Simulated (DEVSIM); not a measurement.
Device: Au/SiON/SiO2/p-Si capacitor, at 300 K.

Layer 1 from the left is SiON, thickness (nm) 13.0. Layer 2 from the left is SiO2, thickness (nm) 0.780. Layer 3 from the left is Si, thickness (nm) 450, Na (cm⁻³) 8e16.

Metal gate on the left, work function 5.1 eV. Fixed charge at the semiconductor interface 0 cm⁻² (in units of +e); no interface traps.

Constants are typed, rounded textbook-type inputs, not results; the design itself was drawn at random and stands for no fabricated device. Values at 300 K.

SiON: gap (eV) 7, affinity (eV) 1.4, permittivity 5.5. SiO2: gap (eV) 9, affinity (eV) 0.9, permittivity 3.9. Si: gap (eV) 1.124, affinity (eV) 4.05, permittivity 11.7, Nc (cm⁻³) 2.86e19, Nv (cm⁻³) 3.1e19.

Model (solved in DEVSIM): 1D Poisson equation in equilibrium, Boltzmann statistics, complete ionisation; no quantum confinement or tunnelling. Metal contacts follow the ideal Schottky-Mott rule: no Fermi-level pinning, no interface dipoles.

Question: What does the simulation give for the minimum of the low-frequency capacitance, the flat-band voltage?

Answer: minimum of the low-frequency capacitance 0.0776 μF/cm²; flat-band voltage 0.08 V.
